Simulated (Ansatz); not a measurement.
Base system: Ag$_{2}$S in the anti-fluorite structure (space group Fm-3m, No. 225; a = 6.090 Å; a model cell, its experimental status unchecked).

All numbers come from DFT with PBEsol, PAW potentials and a 420 eV plane-wave cutoff in Ansatz (an electronic-structure program), no spin-orbit coupling, earlier PAW set.

One change was made to it. Results:

```json
[
 {"quantity": "lattice parameter a", "base": "6.090 Å", "after": "5.832 Å"},
 {"quantity": "band gap", "base": "zero", "after": "zero"}
]
```

Problem. Which change produced these results?
A) pressure 7 GPa
B) pressure −2 GPa
C) pressure 15 GPa

Solution. C, pressure 15 GPa. For comparison, the lattice parameter a in the other runs: pressure −2 GPa gives 6.144 Å; pressure 7 GPa gives 5.948 Å.

Load acts through the strain it causes; cell and atoms are relaxed under it. No phonon test of stability was made. No other phases were tried under pressure. The final runs are not spin-polarised. This is not the structure that Ag2S has at room temperature and ambient pressure. The zero or small gap of Ag2S can change with the level of theory.
